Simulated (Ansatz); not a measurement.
**Be in the diamond structure (space group Fd-3m, No. 227; a hypothetical phase, not in the database extracts checked)**

```cif
data_Be8
_chemical_formula_sum 'Be8'
_space_group_name_H-M_alt 'Fd-3m :1'
_space_group_IT_number 227
_space_group_name_Hall 'F 4d 2 3 -1d'
_cell_length_a 4.89739
_cell_length_b 4.89739
_cell_length_c 4.89739
_cell_angle_alpha 90.000
_cell_angle_beta 90.000
_cell_angle_gamma 90.000
loop_
_atom_site_label
_atom_site_type_symbol
_atom_site_symmetry_multiplicity
_atom_site_Wyckoff_symbol
_atom_site_fract_x
_atom_site_fract_y
_atom_site_fract_z
_atom_site_occupancy
Be1 Be 8 a 0.00000 0.00000 0.00000 1
```
(The calculation used a cell of 2 atoms; values per cell refer to that cell.)

Level of theory: PBE/PAW in Ansatz (a first-principles code), without spin-orbit coupling. k-mesh 16×16×16 (Γ-centred); smearing 0.05 eV (Fermi–Dirac).

```json
{
 "volume_per_atom": "14.68 Å³",
 "density": "1.02 g/cm³",
 "band_gap": "zero",
 "total_energy": "-91.126 eV/atom (σ→0; compares only within this code and set-up)"
}
```

Stability against distortions was not tested.
